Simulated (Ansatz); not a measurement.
Au on the 1x1 (100) surface of monoclinic ZrO2 (cut with top plane 2 O), one in a 1x1 cell, energies for each (28.2 Å²). Energies are against an atom of fcc Au, without zero-point or thermal terms; each row is named by its start. No converged result for: 1 more start.

Host crystal: monoclinic ZrO2, with a band gap (PBE, scalar-relativistic without spin-orbit coupling).

Computed with PBE (plane waves to 420 eV, PAW; Ansatz, a first-principles code).

Model: 25-atom slab, 9.4 Å thick at the start under the adsorbate (thin: gaps and levels are the slab's own), 4x4x1 mesh, Fermi-Dirac 0.01 eV, dipole correction, 12 atoms held, the rest relaxed; each run with such symmetry as its start has; spin-polarised, no spin-orbit, no U, no dispersion correction.

A negative adsorption energy means that the adsorbate is more stable on the surface than in its reference. Starts that drift may end in the same place. Heights count from the host atoms within 0.3 Å of the top one.

```json
[
 {"starting site": "top O", "E_ads (eV)": "1.96", "height (Å)": "1.01", "nearest host atom (Å)": "O 2.20", "bonded to": "O + 2 Zr", "change of the vacuum step (eV)": "-0.34", "lateral drift (Å)": "2.1", "moment (μB)": "1.0"},
 {"starting site": "over Zr at depth 1.1 Å", "E_ads (eV)": "1.96", "height (Å)": "1.01", "nearest host atom (Å)": "O 2.19", "bonded to": "O + 2 Zr", "change of the vacuum step (eV)": "-0.34", "lateral drift (Å)": "2.7", "moment (μB)": "1.0"},
 {"starting site": "hollow O-O-O", "E_ads (eV)": "1.96", "height (Å)": "1.01", "nearest host atom (Å)": "O 2.19", "bonded to": "O + 2 Zr", "change of the vacuum step (eV)": "-0.34", "lateral drift (Å)": "1.1", "moment (μB)": "1.0"},
 {"starting site": "hollow O-O-O over O at depth 6.9 Å", "E_ads (eV)": "1.96", "height (Å)": "1.01", "nearest host atom (Å)": "O 2.19", "bonded to": "O + 2 Zr", "change of the vacuum step (eV)": "-0.33", "lateral drift (Å)": "0.7", "moment (μB)": "1.0"},
 {"starting site": "bridge O-O (span 5.2 Å)", "E_ads (eV)": "1.96", "height (Å)": "1.01", "nearest host atom (Å)": "O 2.19", "bonded to": "O + 2 Zr", "change of the vacuum step (eV)": "-0.34", "lateral drift (Å)": "1.0", "moment (μB)": "1.0"}
]
```
